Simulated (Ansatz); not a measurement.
Hypothetical I4_132 Si: pressure series

The parent structure is Si (space group I4_132, No. 214; a hypothetical phase, not in the database extracts checked).

```
CELL_PARAMETERS angstrom
     -3.19751     3.19751     3.19751
      3.19751    -3.19751     3.19751
      3.19751     3.19751    -3.19751
ATOMIC_POSITIONS crystal
  Si 0.00000 0.25000 0.50000
  Si 0.25000 0.50000 0.00000
  Si 0.50000 0.00000 0.25000
  Si 0.25000 0.25000 0.25000
```

Cell and atoms are relaxed at each pressure.

The values are results of Ansatz (a quantum-chemistry and plane-wave program) PBEsol, no SOC, not measurements.

Notes on the quantities. enthalpy: H = E + PV relative to the base's energy.

```json
[
 {"case": "base", "lattice parameter a": "6.395 Å", "enthalpy": "–"},
 {"case": "pressure −2 GPa", "lattice parameter a": "6.500 Å", "enthalpy": "-0.42 eV/atom"},
 {"case": "pressure −1 GPa", "lattice parameter a": "6.444 Å", "enthalpy": "-0.21 eV/atom"},
 {"case": "pressure 0.3 GPa", "lattice parameter a": "(withheld)", "enthalpy": "+0.06 eV/atom"},
 {"case": "pressure 0.7 GPa", "lattice parameter a": "6.364 Å", "enthalpy": "+0.14 eV/atom"},
 {"case": "pressure 1.5 GPa", "lattice parameter a": "6.331 Å", "enthalpy": "+0.30 eV/atom"},
 {"case": "pressure 3 GPa", "lattice parameter a": "6.275 Å", "enthalpy": "+0.59 eV/atom"},
 {"case": "pressure 5 GPa", "lattice parameter a": "6.210 Å", "enthalpy": "+0.97 eV/atom"},
 {"case": "pressure 7.5 GPa", "lattice parameter a": "6.139 Å", "enthalpy": "+1.43 eV/atom"},
 {"case": "pressure 10 GPa", "lattice parameter a": "6.077 Å", "enthalpy": "+1.88 eV/atom"}
]
```

**Question.** Fill in the withheld entries from the trend.

**Answer.** 
- pressure 0.3 GPa, lattice parameter a: 6.381 Å

Load acts through the strain it causes; cell and atoms are relaxed under it. Stability against distortions was not tested. Competing high-pressure phases were not computed.
